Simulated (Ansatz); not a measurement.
NaOH (R3m, No. 160, 3 atoms in the cell; start mp-625051) was calculated with G0W0@PBEsol (hard PAW, contour deformation; Ansatz, a program for electronic structure).

The cell is the one relaxed with PBEsol. Conventional cell: a = 3.7475 Å, b = 3.7475 Å, c = 7.3955 Å, α = 90.00°, β = 90.00°, γ = 120.00°.

One run with a 8×8×8 mesh, response cutoff 100 eV and 125 empty bands, not extrapolated in mesh or basis; no spin–orbit coupling.

Highest filled and lowest empty level by k point (fractions of the reciprocal vectors of the cell (1.874 1.082 2.465) (-1.874 1.082 2.465) (-0.000 -2.164 2.465) Å; eV from the valence maximum of each method):

```csv
k,PBEsol filled,PBEsol empty,QP filled,QP empty
0 0 0,0.00,3.40,0.00,6.10
0 0.125 0.375,-0.20,6.20,-0.25,9.17
0 0.125 -0.25,-0.19,5.68,-0.24,8.62
0.125 0.125 0.375,-0.13,6.08,-0.16,9.05
0.125 0.125 -0.375,-0.22,6.85,[?],[?]
0.125 0.25 0.25,-0.27,5.50,-0.32,8.41
0.125 0.25 -0.125,-0.33,5.93,[?],[?]
0.125 0.375 -0.25,-0.61,7.64,-0.72,10.75
```

Estimate the withheld levels to about 0.1 eV.


- 0.125 0.125 -0.375, QP filled: -0.28
- 0.125 0.125 -0.375, QP empty: 9.85
- 0.125 0.25 -0.125, QP filled: -0.41
- 0.125 0.25 -0.125, QP empty: 8.91

A start named mp-… is a Materials Project structure, which need not be a measured phase.
